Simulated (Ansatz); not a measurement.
Band structure of Ta2Co (I4/mcm, 6 atoms in the cell).

```
CELL_PARAMETERS angstrom
     -3.04214     3.04214     2.48276
      3.04214    -3.04214     2.48276
      3.04214     3.04214    -2.48276
ATOMIC_POSITIONS crystal
  Ta 0.16135 0.66135 0.82270
  Ta 0.83865 0.33865 0.17730
  Ta 0.66135 0.83865 0.50000
  Ta 0.33865 0.16135 0.50000
  Co 0.75000 0.75000 0.00000
  Co 0.25000 0.25000 0.00000
```

Method of the run: PBEsol, PAW files made with PBE (plane waves; Ansatz, a quantum-chemistry and plane-wave program).

Settings: kpoints.mp_grid.grid = 6 6 6; hamiltonian.xc = pbesol; hamiltonian.pseudopotentials = {kind: paw} (the program's default PAW files); scf.occupations.method = fermi_dirac; scf.occupations.width = 0.1 eV; kpoints.band_path.npoints = 8.

The starting cell comes from a database of computed structures (which also holds hypothetical and non-ambient phases and stackings), without a prior relaxation at this level. Spin-orbit coupling is off. Spin polarisation is off.

Levels in eV from the Fermi level, bands 40 to 47:
```
point     40     41     42     43     44    45    46    47
-----  -----  -----  -----  -----  -----  ----  ----  ----
Γ      -0.54  -0.54  -0.29  -0.16  -0.16  0.47  0.98  1.08
X      -0.65  -0.42  -0.40  -0.09  -0.05  0.09  1.10  1.82
M      -1.29  -0.61  -0.46  -0.46   1.01  1.15  1.15  1.36
Z      -1.24  -0.68  -0.63  -0.63   0.90  1.43  1.43  1.65
P      -0.72  -0.62  -0.62  -0.21  -0.21  0.48  0.48  1.06
N      -0.89  -0.73  -0.73   0.21   0.21  0.64  0.64  1.25
Z1     -1.24  -0.68  -0.63  -0.63   0.90  1.43  1.43  1.65
```

Bands cross the Fermi level along this path, so the cell is metallic at this level.

Keys are those of Ansatz 0.2.
